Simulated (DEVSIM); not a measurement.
Structure: illuminated Si n-on-p cell, one wavelength, at 350 K.

Layer 1 from the left is Si, thickness (μm) 0.200, Nd (cm⁻³) 1.2e18, τn (s) 4.5e-6, τp (s) 5.2e-6, absorption coefficient (cm⁻¹) 2900. Layer 2 from the left is Si, thickness (μm) 53.0, Na (cm⁻³) 2e16, τn (s) 5.2e-5, τp (s) 5.2e-5, absorption coefficient (cm⁻¹) 2900.

Left contact: ohmic, minority hole recombination velocity 20000 cm/s. Right contact: ohmic, minority electron recombination velocity 80000 cm/s. Voltage is applied to the left contact. Recombination: SRH at mid-gap, radiative, Auger. Gap narrowing is on: ΔEg = 6.92 meV × (l + √(l² + 0.5)), l = ln(N/1.3e17 cm⁻³), shared equally by both band edges. Light enters at the left, 5.5e17 photons cm⁻² s⁻¹, one pass, no reflection. Mobility is μmin + (μ − μmin)/(1 + (N/Nref)^α).

Constants are typed, rounded textbook-type inputs, not results; the design itself was drawn at random and stands for no fabricated device. Values at 300 K; Nc and Nv go as T^1.5, mobilities as T to minus their exponent, the gap by Varshni's rule with the affinity fixed.

Si: gap (eV) 1.124, affinity (eV) 4.05, permittivity 11.7, Nc (cm⁻³) 2.86e19, Nv (cm⁻³) 3.1e19, μn (cm²/Vs) 1417, μp (cm²/Vs) 470, μn,min 52, μp,min 45, Nref,n 9.7e16, Nref,p 2.2e17, αn 0.68, αp 0.72, T exponent of μn 2.3, T exponent of μp 2.2, B (cm³/s) 4.7e-15, Cn (cm⁶/s) 2.8e-31, Cp (cm⁶/s) 9.9e-32, Varshni α (eV/K) 0.000473, Varshni β (K) 636.

DEVSIM, 1D drift-diffusion, Boltzmann statistics, complete ionisation; no tunnelling, impact ionisation, image-force lowering or self-heating.

Dark forward current:

```tsv
|V| (V)	|J| (A/cm²)
0.05	2.681e-8
0.10	1.614e-7
0.15	8.544e-7
0.20	4.460e-6
0.25	2.331e-5
0.30	0.0001220
0.35	0.0006394
0.40	0.003352
0.45	0.01757
0.50	0.09187
0.55	0.4738
0.60	2.302
0.65	9.420
0.70	29.44
0.75	71.21
0.80	142.2
0.85	248.1
0.90	392.9
0.95	579.5
1.00	810.1
1.05	1086
1.10	1409
1.15	1778
1.20	2195
```

**Question.** Work out the local ideality factor n = ΔV / (kT/q · ln(J2/J1)) between the rows 0.15 and 0.20 V, 0.35 and 0.40 V, 1.15 and 1.20 V.

**Answer.** kT/q = 30.16 mV. From 0.15 to 0.20 V: ln(4.460e-6/8.544e-7) = 1.653, n = 1.00, near the 1 of diffusion or emission over a barrier. From 0.35 to 0.40 V: ln(0.003352/0.0006394) = 1.657, n = 1.00, near the 1 of diffusion or emission over a barrier. From 1.15 to 1.20 V: ln(2195/1778) = 0.211, n = 7.87.

**Question.** What current could the absorbed light give at most, and what share is collected?

**Answer.** Σ αd = 15.4, so qΦ(1 − exp(−Σ αd)) = 88.1 mA/cm². The simulated short-circuit current is 83.02 mA/cm², a share of 0.94.

**Question.** Estimate the open-circuit voltage by superposition: the voltage at which the dark current equals that short-circuit current.

**Answer.** Interpolating ln J in the table gives 0.497 V. The simulation gives 0.497 V, the same within the digits that matter. Superposition holds where collection doesn't change with voltage.

**Question.** Estimate the fill factor from FF0 = (v − ln(v + 0.72))/(v + 1), v = qVoc/(nkT), with n from the dark curve.

**Answer.** The rows about Voc, 0.45 and 0.50 V, give n = 1.00, so v = 16.4 and FF0 = 0.780. The simulation gives 0.780, the same within the digits that matter.
